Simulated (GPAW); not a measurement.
GPAW is run on ZrPb (P2_1/c, 8 atoms in the cell), and the run fails. The aim is a self-consistent single point with DFT LDA (Perdew-Wang 92), LCAO dzp, GPAW PAW datasets LDA (gpaw-data 1.0.1).

The input file:

```python
from ase import Atoms
from gpaw import GPAW

atoms = Atoms(['Zr', 'Zr', 'Zr', 'Zr', 'Pb', 'Pb', 'Pb', 'Pb'],
              cell=[[4.046410, 0.000000, 0.000000],
                    [0.000000, 8.769810, 0.000000],
                    [-3.597019, 0.000000, 5.934591]],
              positions=[[-0.885178, 1.119115, 1.607028],
                         [1.334569, 7.650695, 4.327563],
                         [3.133078, 5.504020, 1.360268],
                         [-2.683687, 3.265790, 4.574323],
                         [1.123002, 3.316479, 1.594031],
                         [-0.673611, 5.453331, 4.340560],
                         [1.124898, 7.701384, 1.373264],
                         [-0.675507, 1.068426, 4.561327]],
              pbc=True)

calc = GPAW(mode='lcao',
            h=0.18,
            basis='dzp',
            xc='LDA',
            kpts={'size': (5, 2, 3), 'gamma': True},
            occupations={'name': 'marzari-vanderbilt', 'width': 0.1},
            nbands=240,
            symmetry={'symmorphic': False, 'tolerance': 0.0005},
            maxiter=100)

atoms.calc = calc

energy = atoms.get_potential_energy()
print('Energy (eV):', round(energy, 6))
forces = atoms.get_forces()
print('Forces (eV/Ang):')
print(forces.round(5))
```

Log, with long lists cut:

```
Input parameters:
  basis: dzp
  h: 0.18
  kpts: {gamma: True,
         size: (5, 2, 3)}
  maxiter: 100
  mode: lcao
  nbands: 240
  occupations: {name: marzari-vanderbilt,
                width: 0.1}
  symmetry: {symmorphic: False,
             tolerance: 0.0005}

species:
  Zr:
    name: Zirconium
    Z: 40.0
    valence: 12
    core: 28
    charge: 0.0
    file: Zr.LDA.gz

    # LCAO basis set for Zr:
    #   Name: dzp
    #   File: Zr.dzp.basis.gz
    #   Number of radial functions: 11
    #   Number of spherical harmonics: 29
    #     l=0, rc=3.8594 Bohr: 4s-sz confined orbital
    #     l=0, rc=10.2031 Bohr: 5s-sz confined orbital
    #     l=1, rc=4.4531 Bohr: 4p-sz confined orbital
    #     l=1, rc=13.3594 Bohr: 5p-sz confined orbital
    #     l=2, rc=7.9062 Bohr: 4d-sz confined orbital
    #     l=0, rc=2.2969 Bohr: 4s-dz split-valence wave
    #     l=0, rc=6.2344 Bohr: 5s-dz split-valence wave
    #     l=1, rc=2.7344 Bohr: 4p-dz split-valence wave
    #     l=1, rc=8.3594 Bohr: 5p-dz split-valence wave
    #     l=2, rc=4.6250 Bohr: 4d-dz split-valence wave
    #     l=1, rc=10.2031 Bohr: p-type Gaussian polarization
    #   Number of RI-basis functions 0

  Pb:
    name: Lead
    Z: 82.0
    valence: 14
    core: 68
    charge: 0.0
    file: Pb.LDA.gz

    # LCAO basis set for Pb:
    #   Name: dzp
    #   File: Pb.dzp.basis.gz
    #   Number of radial functions: 7
    #   Number of spherical harmonics: 23
    #     l=0, rc=6.8438 Bohr: 6s-sz confined orbital
    #     l=1, rc=9.8125 Bohr: 6p-sz confined orbital
    #     l=2, rc=4.5156 Bohr: 5d-sz confined orbital
    #     l=0, rc=3.9062 Bohr: 6s-dz split-valence wave
    #     l=1, rc=5.8750 Bohr: 6p-dz split-valence wave
    #     l=2, rc=2.7969 Bohr: 5d-dz split-valence wave
    #     l=2, rc=9.8125 Bohr: d-type Gaussian polarization
    #   Number of RI-basis functions 0

Reference energy: -2659029.985305  # eV

Spin-paired calculation

Traceback (most recent call last):
   [... frames left out ...]
ValueError: Too many bands for LCAO calculation: 240 bands and only 208 atomic orbitals!
```

Problem. From the messages shown, name the fault and mend the input.

Solution. The fault is more bands than basis functions. A basis of N orbitals gives at most N bands. To fix it, ask for fewer bands. The program stopped before any SCF iteration.

An input that runs soundly differs in these lines (not the only fix; some lines may just follow from the change or write a value another way):
```diff
-            nbands=240,
```

With that input, the run converged in 11 iterations: free energy E − TS (from the program's reference atoms) -48.9586 eV; Fermi level (on the code's own zero) 8.29 eV; largest force (vector length) 0.118 eV/Å (DFT LDA (Perdew-Wang 92), LCAO dzp, GPAW PAW datasets LDA (gpaw-data 1.0.1)).

On the sound input: the starting cell comes from a database of computed structures (which also holds hypothetical and non-ambient phases and stackings), without a prior relaxation at this level. Spin-orbit coupling is off. Values carry the incompleteness of an atom-centred basis. Without a gap this mesh is coarse (it stands for a supercell whose shortest vector is 18 Å).
